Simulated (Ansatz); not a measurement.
Consider Mg vacancy in rutile-type MgF2, charge state -2. The step: a nearby Mg atom hops onto the vacant site; the atom moves 2.94 Å along (0.00, 0.00, -0.95) of the unit cell; the moving atom starts with neighbours 2 F at 1.90, 2 F at 2.05, 2 F at 2.08 Å and ends with 2 F at 1.90, 2 F at 2.05, 2 F at 2.08 Å. DFT values are from Ansatz (plane-wave PAW, 420 eV unless said) in a cell of 72 host sites, spin-restricted, static, with no finite-size correction. The charge state is imposed; whether it is stable for some Fermi level was not computed. Forms of the defect that were not tried may lie lower. For the PBE band: the program found a first-order saddle point.

```json
[
 {"Level": "CHGNet universal potential (has no charge state), its own band", "Forward barrier (eV)": "1.41", "Cost of the band or of the saddle's single point": "-"},
 {"Level": "PBE, the Γ point alone, band relaxed", "Forward barrier (eV)": "1.22", "Cost of the band or of the saddle's single point": "around 40 core-minutes (rough)"},
 {"Level": "PBE, a 2×2×2 k-point mesh shifted by half a step, same geometries", "Forward barrier (eV)": "1.22", "Cost of the band or of the saddle's single point": "around 120 core-seconds (rough)"},
 {"Level": "r2SCAN at 500 eV, the Γ point alone, same geometries", "Forward barrier (eV)": "1.27", "Cost of the band or of the saddle's single point": "very roughly 40 core-seconds"},
 {"Level": "HSE06, Γ point alone, same geometries", "Forward barrier (eV)": "1.22", "Cost of the band or of the saddle's single point": "roughly 4 core-minutes"}
]
```

Ansatz is a quantum-chemistry and plane-wave program.
